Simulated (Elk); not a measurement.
Band structure of Li2Pd (P6/mmm, 3 atoms in the cell).

```yaml
crystal:
  lattice:
    - [4.20512, 0.00000, 0.00000]
    - [-2.10256, 3.64174, 0.00000]
    - [0.00000, 0.00000, 2.67986]
  atoms:
    - { symbol: Li, position: [0.33333, 0.66667, 0.50000] }
    - { symbol: Li, position: [0.66667, 0.33333, 0.50000] }
    - { symbol: Pd, position: [0.00000, 0.00000, 0.00000] }
```

Method: PBEsol, all-electron FP-LAPW, Elk's shipped species files, APW+lo basis with extra local orbitals in Elk.

Settings: xctype = 22; rgkmax = 7.5; swidth = 0.00367493 Ha; ngridk = 9 9 12; gmaxvr = 16 1/bohr; nxlo = 2; lorbcnd = true; lmaxi = 3; maxscl = 100.

The starting cell comes from a database of computed structures (which also holds hypothetical and non-ambient phases and stackings), without a prior relaxation at this level. Spin polarisation is off. Values depend on the basis (sphere radii, cutoffs, local orbitals), which need not be converged.

Levels in eV from the Fermi level, bands 9 to 16:
```json
[
 {"point": "Γ", "9": "-3.03", "10": "-3.03", "11": "-1.06", "12": "-1.06", "13": "4.11", "14": "4.11", "15": "5.51", "16": "5.51"},
 {"point": "M", "9": "-2.23", "10": "-1.87", "11": "-1.79", "12": "-1.14", "13": "-1.08", "14": "0.71", "15": "7.04", "16": "12.42"},
 {"point": "K", "9": "-2.79", "10": "-2.37", "11": "-1.12", "12": "-1.12", "13": "-0.63", "14": "-0.63", "15": "8.68", "16": "10.65"},
 {"point": "A", "9": "-3.26", "10": "-2.13", "11": "-2.13", "12": "0.74", "13": "1.83", "14": "6.55", "15": "6.55", "16": "7.26"},
 {"point": "L", "9": "-2.59", "10": "-1.80", "11": "-1.12", "12": "0.65", "13": "1.33", "14": "3.95", "15": "6.83", "16": "7.07"},
 {"point": "H", "9": "-2.20", "10": "-2.20", "11": "-1.09", "12": "1.43", "13": "2.18", "14": "2.18", "15": "5.50", "16": "6.79"}
]
```

Bands cross the Fermi level along this path, so the cell is metallic at this level.
